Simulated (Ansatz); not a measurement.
Take K₂NiO₂ (space group I4/mmm, No. 139; ferromagnetic) as the base.

```
CELL_PARAMETERS angstrom
     -1.95832     1.95832     6.30836
      1.95832    -1.95832     6.30836
      1.95832     1.95832    -6.30836
ATOMIC_POSITIONS crystal
  K  0.65251 0.65251 0.00000
  K  0.34749 0.34749 0.00000
  Ni 0.00000 0.00000 0.00000
  O  0.13339 0.13339 0.00000
  O  0.86661 0.86661 0.00000
```

All numbers come from plane-wave PAW DFT at the PBEsol level (Ansatz, a program for electronic structure, 420 eV), no spin-orbit coupling.

Each order is relaxed in cell and atoms; arrows give the starting signs on the magnetic atoms.

One change was made to it. Results:

| quantity | base | after |
|---|---|---|
| band gap | 0.70 eV | zero |
| energy relative to the base (σ→0) (to 0.01 eV only: unlike meshes or grids) | 0.00 eV/atom | +0.13 eV/atom |

Name the change that was made.
(A) ↑↓ start, q = (0, 0, 1/2), 10 atoms
(B) non-magnetic
(C) ↑↓ start, q = (1/2, 1/2, 1/2), 10 atoms
(D) ↑↓ start, q = (0, 1/2, 0), 10 atoms

B, non-magnetic. For comparison, the band gap in the other runs: ↑↓ start, q = (1/2, 1/2, 1/2), 10 atoms gives 0.70 eV; ↑↓ start, q = (0, 0, 1/2), 10 atoms gives 1.04 eV; ↑↓ start, q = (0, 1/2, 0), 10 atoms gives 0.97 eV.

Other magnetic orders, which the real material may have, were not ruled out. No phonon test of stability was made. No Hubbard U is applied, and correlation can decide whether such a compound is a metal. Where the two band edges lie in opposite spin channels, the gap is a spin-flip gap. Spin-polarised in the final run: base, ↑↓ start, q = (1/2, 1/2, 1/2), 10 atoms, ↑↓ start, q = (0, 0, 1/2), 10 atoms and ↑↓ start, q = (0, 1/2, 0), 10 atoms; the other runs are not. A zero or small gap of K2NiO2 can be the functional's error rather than a property of the material.
